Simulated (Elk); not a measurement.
Worked example: self-consistent single point of MoP (P-6m2, 2 atoms in the cell) in Elk.

Level of theory: Elk 10.2.4 with PBE, all-electron FP-LAPW, Elk's shipped species files, APW+lo basis with extra local orbitals.

The change in words: lattice scaled by 0.98. Reference geometry:
```yaml
crystal:
  lattice:
    - [3.23476, 0.00000, 0.00000]
    - [-1.61738, 2.80138, 0.00000]
    - [0.00000, 0.00000, 3.18228]
  atoms:
    - { symbol: Mo, position: [0.00000, 0.00000, 0.00000] }
    - { symbol: P, position: [0.33333, 0.66667, 0.50000] }
```

Reference input (self-consistent single point, DFT, PBE, all-electron FP-LAPW, Elk's shipped species files, APW+lo basis with extra local orbitals): xctype = 20; rgkmax = 8; stype = 3; swidth = 0.00367493 Ha; ngridk = 8 8 7; gmaxvr = 14 1/bohr; nxlo = 2; lorbcnd = true; rmtscf = 0.91; lmaxi = 3. This run's input differs from it in these lines:

```diff
@@ -34,5 +34,5 @@
 avec
-    3.2347598065    0.0000000449    0.0000000000
-   -1.6173799421    2.8013841451    0.0000000000
-    0.0000000000    0.0000000000    3.1822800000
+    3.1700645256   -0.0000001399    0.0000000000
+   -1.5850321416    2.7453564808    0.0000000000
+    0.0000000000    0.0000000000    3.1186340000
```

Output, abridged:

```
│ Self-consistent loop started │
│ Loop number : 1 │
 total energy                :     -4389.94375606
│ Loop number : 2 │
 total energy                :     -4390.18972343
RMS change in Kohn-Sham potential (target) :   0.3828651488     (  0.1000000000E-05)
Absolute change in total energy (target)   :   0.2459673768     (  0.1000000000E-03)
│ Loop number : 3 │
 total energy                :     -4390.21266844
RMS change in Kohn-Sham potential (target) :   0.3741922600     (  0.1000000000E-05)
Absolute change in total energy (target)   :   0.8443684620E-01 (  0.1000000000E-03)
│ Loop number : 4 │
   [... lines left out ...]
Absolute change in total energy (target)   :   0.3117401729E-03 (  0.1000000000E-03)
│ Loop number : 14 │
 total energy                :     -4391.85195667
RMS change in Kohn-Sham potential (target) :   0.2757556485E-06 (  0.1000000000E-05)
Absolute change in total energy (target)   :   0.1747144006E-03 (  0.1000000000E-03)
│ Loop number : 15 │
 total energy                :     -4391.85194276
RMS change in Kohn-Sham potential (target) :   0.1018873832E-06 (  0.1000000000E-05)
Absolute change in total energy (target)   :   0.5759006581E-04 (  0.1000000000E-03)
Convergence targets achieved

│ Loop number : 16 │

Energies :
 Fermi                       :     0.517744309974
 total energy                :     -4391.85193712

Density of states at Fermi energy :    18.75087982
 (states/Hartree/unit cell)

Estimated indirect band gap :   0.7436647565E-03
 from k-point     31 to k-point     43
Estimated direct band gap   :   0.3181566143E-01
 at k-point      1

Charges :
 core                        :    38.00000000
 valence                     :    19.00000000
 interstitial                :    3.972679863
 muffin-tins (core leakage)
  species :    1 (Mo)
   atom    1                 :    40.05654489     (  0.2035552257E-05)
  species :    2 (P)
   atom    1                 :    12.97077524     (  0.1010025333E-02)
 total in muffin-tins        :    53.02732014
 total calculated charge     :    56.99874209
 total charge                :    57.00000000
 error                       :   0.1257911304E-02

│ Self-consistent loop stopped │
```

The run converged in 16 iterations. The count includes the last loop, which Elk runs after its targets are met. Against the reference run the free energy goes up by 55.6 meV/atom.

The starting cell comes from a database of computed structures (which also holds hypothetical and non-ambient phases and stackings), without a prior relaxation at this level. For this run, on top of that: lattice scaled by 0.98. Spin polarisation is off. Values depend on the basis (sphere radii, cutoffs, local orbitals), which need not be converged. The log's line on a gap gives a spacing of levels on this mesh, which the program prints for metals too.

Cost on one core of a shared machine: roughly 40 s.
